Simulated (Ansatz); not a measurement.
Consider PbS in the rock salt structure (space group Fm-3m, No. 225).

```
CELL_PARAMETERS angstrom
      0.00000     2.95134     2.95134
      2.95134     0.00000     2.95134
      2.95134     2.95134     0.00000
ATOMIC_POSITIONS crystal
  Pb 0.00000 0.00000 0.00000
  S  0.50000 0.50000 0.50000
```

Cartesian axes are those of the cell as printed.

Computed with PBEsol (Ansatz, a first-principles code, PAW, spin-orbit coupling left out).

For the base:

| Property | Result |
|---|---|
| Band gap | 0.19 eV |

Now apply this change: a pure shear with ε_xy = ε_yx = 0.0029; the atoms relax in the strained cell.

Q: What does the calculation give for the band gap after the change?

A: The band gap shrinks by 0.027 eV (0.19 eV → 0.17 eV).

Q: What does the calculation give for the stress after the change?

A: The stress (xx, yy, zz, yz, xz, xy; compression positive) amounts to (0.00, 0.00, 0.00, 0.00, 0.00, -0.11) GPa.

Q: How does this affect the energy relative to the base?

A: The energy stays essentially unchanged.

With Pb present, leaving out spin-orbit coupling can change the band edges. Whether these cells are dynamically stable was not tested. The zero or small gap of PbS can change with the level of theory.
